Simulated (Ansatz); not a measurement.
Data:

```yaml
crystal:
  lattice:
    - [0.00000, 3.00374, 2.91362]
    - [3.00374, 0.00000, 2.91362]
    - [3.00374, 3.00374, 0.00000]
  atoms:
    - { symbol: Cd, position: [0.00000, 0.00000, 0.00000] }
    - { symbol: Se, position: [0.25000, 0.25000, 0.25000] }
```

No spin polarisation.

All numbers come from LDA (Ansatz, a quantum-chemistry and plane-wave program, PAW, no SOC). Settings: 10×10×10 k-points, 0.05 eV Fermi–Dirac smearing.

Task: What band gap does the calculation give?

Result: 0.40 eV.

Task: Estimate the stress (xx, yy, zz, yz, xz, xy; compression positive).

Result: (1.72, 1.72, 2.18, 0.00, 0.00, 0.00) GPa.

Task: What hole mass does the calculation give?

Result: 0.041 mₑ along z, 0.59 mₑ across (at Γ).

Task: What valence-band top at Γ (three highest levels, from the VBM) does the calculation give?

Result: 0.00, -0.10, -0.10 eV.

The cells carry an imposed strain or load. Masses are band curvatures over ±0.01 Å⁻¹ around the edge. Stability against distortions was not tested. The cell was made from CdSe in the zinc blende structure (space group F-43m, No. 216) by this change: uniaxial strain ε_zz = −3.00 %.
